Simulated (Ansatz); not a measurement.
GaS: response to strain

Base system: GaS in the beta-GaS type structure (space group P6_3/mmc, No. 194; a = 3.534 Å, c = 15.039 Å; layered, stacked along the Cartesian z axis). Axes: x lies along a and z along c of the hexagonal cell.

Strains are applied to the cell and any free atomic positions relax.

Levels (all Ansatz, a first-principles code, PAW): PBEsol-D3(BJ) (420 eV, no spin-orbit coupling); HSE06 (420 eV, without spin-orbit coupling).

Band gaps by level, all at the geometries relaxed with PBEsol-D3(BJ):

| case | PBEsol-D3(BJ) | HSE06 |
|---|---|---|
| base | 1.29 eV | 2.09 eV |
| uniaxial strain ε_xx = +5.80 % | 0.90 eV | ___ |
| tensor shear ε_xz = +1.35 % | 1.28 eV | ___ |

Question: Some entries are withheld; estimate them.

Answer: 
- uniaxial strain ε_xx = +5.80 %, HSE06: 1.71 eV
- tensor shear ε_xz = +1.35 %, HSE06: 2.08 eV

Single points use the geometry relaxed with PBEsol-D3(BJ). The hybrid gap comes from the SCF mesh plus the semilocal run's edge points and a few special points and is an upper bound. Stability against distortions was not tested.
